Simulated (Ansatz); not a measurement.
Start from PbO (space group P4/nmm, No. 129; a = 3.9696 Å, c = 4.7054 Å). Axes: x, y, z lie along a, b, c of the conventional cell.

The values are results of PBEsol-D3(BJ) (Ansatz, an electronic-structure program), spin-orbit coupling left out, not measurements.

Base values:

The pressure comes out as 0.00 GPa.

One thing is altered: uniaxial strain ε_xx = +0.60 %, all other strain components held at zero; the atoms relax in the strained cell.

Q: How does this affect the pressure and energy relative to the base?

A: The pressure (mean of the normal stresses, compression positive) goes from zero to -0.36 GPa; the energy stays essentially unchanged.

No phonon test of stability was made.
